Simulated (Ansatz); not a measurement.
The parent structure is C in the diamond structure (space group Fd-3m, No. 227; a = 3.5716 Å).

Level of theory: Kohn–Sham DFT with the PBE functional, run in Ansatz (a program for electronic structure) with PAW and 420 eV plane waves, no SOC.

For the base:

- Volume per atom: 5.69 Å³
- Band gap: 4.13 eV
- Smallest direct gap: 5.58 eV

It is then changed as follows: a hydrostatic pressure of 2.1 GPa.

Q: What happens to the volume per atom, band gap and smallest direct gap?

A: The volume per atom drops by 0.027 Å³ to 5.67 Å³; the band gap rises by 0.01 eV, from 4.13 eV to 4.14 eV; the smallest direct gap grows by 0.013 eV to 5.60 eV.

Load acts through the strain it causes; cell and atoms are relaxed under it. Stability against distortions was not tested.
